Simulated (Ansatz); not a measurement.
Defect: Sn-vacancy pair (Sn on one host Mo site, one Mo site vacant) in bcc Mo, neutral cell. The step: Sn and the vacancy change places (Sn-vacancy distance between ideal sites 2.74 Å throughout); the atom moves 2.14 Å along (0.39, 0.39, 0.40) of the unit cell; the moving atom starts with neighbours 3 Mo at 2.76, 2 Mo at 2.88, Mo at 2.89, 3 Mo at 3.01, Mo at 3.04, 3 Mo at 3.33 Å and ends with 3 Mo at 2.76, 2 Mo at 2.88, Mo at 2.89, 3 Mo at 3.01, Mo at 3.04, 3 Mo at 3.33 Å. A PBE band in Ansatz (plane-wave PAW, a 2×2×3 k-point mesh shifted by half a step, 36 host sites, 22 SCF runs with any check of the saddle's order, static, no finite-size correction) gives a forward barrier of 0.44 eV. The saddle point's order was not checked, and it lies on a symmetry element of the cell, where a band can be held. Forms of the defect that were not tried may lie lower.

Single points at the band's start and saddle point can refine it. Rough cost of one point, in units of the band's mean SCF on the same machine:

```
Level                                                          Cost of one point
-------------------------------------------------------------  -----------------
PBE, a 3×3×5 k-point mesh shifted by half a step                         about 3
r2SCAN at 500 eV, a 2×2×3 k-point mesh shifted by half a step            about 2
```

### Question
Which of these move the barrier by more than 0.1 eV, and how far does each move it?

### Answer
PBE, a 3×3×5 k-point mesh shifted by half a step: 0.00 eV; r2SCAN at 500 eV, a 2×2×3 k-point mesh shifted by half a step: +0.13 eV. Each functional is compared with PBE at the same k-points.

Ansatz is an electronic-structure program.
